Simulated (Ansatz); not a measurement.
Hypothetical bcc (W type) B: response to strain

Take B in the bcc (W type) structure (space group Im-3m, No. 229; a hypothetical phase, not in the database extracts checked; relaxed with 0.1 eV smearing) as the base.

```
CELL_PARAMETERS angstrom
     -1.14880     1.14880     1.14880
      1.14880    -1.14880     1.14880
      1.14880     1.14880    -1.14880
ATOMIC_POSITIONS crystal
  B  0.00000 0.00000 0.00000
```

Strains are applied to the cell and any free atomic positions relax.

Levels (all Ansatz, a program for electronic structure, PAW): PBEsol (420 eV, spin-orbit coupling left out); r2SCAN (500 eV, scalar-relativistic without spin-orbit coupling).

Pressures by level, all at the geometries relaxed with PBEsol:

```json
[
 {"case": "base", "PBEsol": "0.0 GPa", "r2SCAN": "-1.0 GPa"},
 {"case": "isotropic strain −3.76 %", "PBEsol": "34.8 GPa", "r2SCAN": "33.8 GPa"},
 {"case": "isotropic strain −2.00 %", "PBEsol": "16.5 GPa", "r2SCAN": "15.4 GPa"}
]
```

Single points use the geometry relaxed with PBEsol. Their cutoffs differ, which shifts pressures a little. Stability against distortions was not tested.
